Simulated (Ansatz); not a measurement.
System: CaTiO₃ (I4/mcm, No. 140, 10 atoms in the cell; start COD 1567489; high-temperature phase). Method: LDA (plane waves, PAW; Ansatz, a program for electronic structure).

Numerical settings: plane-wave cutoff 520 eV, 10×10×10 k mesh, Fermi–Dirac smearing 0.01 eV, no spin polarisation, scalar-relativistic PAW data made under PBE.

Cell (relaxed at this level):

```
CaTiO3
1.0
   -2.63880     2.63880     3.84632
    2.63880    -2.63880     3.84632
    2.63880     2.63880    -3.84632
Ti Ca O
2 2 6
Cartesian
  0.00000   0.00000   3.84632
  0.00000   0.00000   0.00000
  2.63880   0.00000   1.92316
  0.00000   2.63880   1.92316
  0.98698   1.65182   3.84632
  1.65182   0.98698   0.00000
  1.65182  -0.98698   3.84632
  0.98698   3.62579   0.00000
  0.00000   0.00000   5.76948
  0.00000   0.00000   1.92316
```

Task: Give the computed band gap and smallest direct gap on the k points sampled.

Result: 
- band gap: 2.38 eV
- smallest direct gap on the k points sampled: 2.40 eV

Note: held by symmetry at 0 K, a high-temperature phase can be a saddle point.

Computed values are for the static lattice.

It cost about 70 core-seconds (a rough figure) of CPU time.
